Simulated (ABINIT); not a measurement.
Input and output of a self-consistent single point for SiTe2 (P-3m1, 3 atoms in the cell) (ABINIT).

Method: PBEsol, norm-conserving pseudopotentials (PseudoDojo nc-sr-04 PBEsol standard) (plane waves; ABINIT).

The change in words: lattice scaled by 0.98. Reference geometry:
```
CELL_PARAMETERS angstrom
      3.79211     0.00000     0.00000
     -1.89605     3.28406     0.00000
      0.00000     0.00000     7.06352
ATOMIC_POSITIONS crystal
  Si 0.00000 0.00000 0.00000
  Te 0.33333 0.66667 0.77341
  Te 0.66667 0.33333 0.22659
```

Reference input (self-consistent single point, DFT, PBEsol, plane waves, norm-conserving pseudopotentials (PseudoDojo nc-sr-04 PBEsol standard)): pseudos = [Si.upf, Te.upf]; ecut = 1116 eV; occopt = 7; tsmear = 0.00999582 Ha; ngkpt = 8 8 4; nshiftk = 1; shiftk = 0 0 0; potentials = PseudoDojo nc-sr-04 PBEsol standard; nband = 24; kptopt = 1; nstep = 80; tolvrs = 1e-11. This run's input differs from it in these lines:

```diff
@@ -5,5 +5,5 @@
 rprim
-         7.1660477416   -0.0000005413    0.0000000000
-        -3.5830234020    6.2059796596    0.0000000000
-         0.0000000000    0.0000000000   13.3481107169
+         7.0227272405   -0.0000005663    0.0000000000
+        -3.5113631298    6.0818604773    0.0000000000
+         0.0000000000    0.0000000000   13.0811491073
 natom 3
@@ -14,4 +14,4 @@
          0.0000000000    0.0000000000    0.0000000000
-         0.0000003125    4.1373195926   10.3235623096
-         3.5830240271    2.0686595257    3.0245484073
+         0.0000003270    4.0545734627   10.1170915311
+         3.5113637837    2.0272864482    2.9640575762
 ecut 1116 eV
```

Output (repeated stretches shortened):

```
--- !BeginCycle
solver: {iscf: 7, nstep: 80, nline: 4, wfoptalg: 0, }
tolerances: {tolvrs: 1.00E-11, }
...

     iter   Etot(hartree)      deltaE(h)  residm     vres2
 ETOT  1  -212.51720701475    -2.125E+02 1.284E+00 2.055E+02
 ETOT  2  -213.44375900912    -9.266E-01 1.600E-02 1.203E+01
 ETOT  3  -213.44461030586    -8.513E-04 2.967E-03 6.838E+00
 ETOT  4  -213.44478042371    -1.701E-04 3.080E-03 7.706E-02
 ETOT  5  -213.44478491297    -4.489E-06 1.089E-03 1.001E-01
   [... 4 lines left out ...]
 ETOT 10  -213.44478810660    -1.313E-11 1.369E-03 7.343E-08
 ETOT 11  -213.44478810662    -1.063E-11 1.038E-03 7.978E-10
 ETOT 12  -213.44478810661     8.924E-12 1.059E-03 1.228E-10
 ETOT 13  -213.44478810662    -1.344E-11 6.208E-04 1.081E-12
 At SCF step   13       vres2   =  1.08E-12 < tolvrs=  1.00E-11 =>converged.

 Cartesian components of stress tensor (hartree/bohr^3)
  sigma(1 1)= -6.45668528E-05  sigma(3 2)=  0.00000000E+00
  sigma(2 2)= -6.45668529E-05  sigma(3 1)=  0.00000000E+00
  sigma(3 3)= -1.22016384E-04  sigma(2 1)= -3.04406553E-14

 ----iterations are completed or convergence reached----

 reduced coordinates (array xred) for    3 atoms
       0.000000000000      0.000000000000      0.000000000000
       0.333333333333      0.666666666667      0.773410000002
       0.666666666667      0.333333333333      0.226589999998
 cartesian forces (eV/Angstrom) at end:
    1     -0.00000000000000    -0.00000000000000    -0.00000000000000
    2     -0.00000000000000    -0.00000000000000    -0.66101374267882
   [... lines left out ...]
 Fermi (or HOMO) energy (hartree) =   0.17870   Average Vxc (hartree)=  -0.36445
 Fermi (or HOMO) energy (eV) =   4.86261   Average Vxc (eV)=  -9.91724
   [... lines left out ...]
total_energy        : -2.13444788106620E+02
total_energy_eV     : -5.80812806208559E+03
band_energy         : -2.37609041033200E+01
...

-Cartesian components of stress tensor (GPa)         [Pressure=  2.4630E+00 GPa]
- sigma(1 1)= -1.89962207E+00  sigma(3 2)=  0.00000000E+00
- sigma(2 2)= -1.89962208E+00  sigma(3 1)=  0.00000000E+00
- sigma(3 3)= -3.58984534E+00  sigma(2 1)= -8.95594847E-10

 Calculation completed.
```

The run converged in 13 iterations. Against the reference run the free energy goes up by 6.0 meV/atom, the pressure goes from -1.18 to 2.46 GPa and the largest force goes from 0.125 to 0.661 eV/Å.

The starting cell comes from a database of computed structures (which also holds hypothetical and non-ambient phases and stackings), without a prior relaxation at this level. Its lattice was rescaled by a random factor within 2.5 % of one. For this run, on top of that: lattice scaled by 0.98. The run gives no clean gap (levels at the Fermi energy touch, overlap or are partly filled at this smearing), which alone does not show that the compound is a metal.

Cost on one core of a shared machine: roughly 8 min.
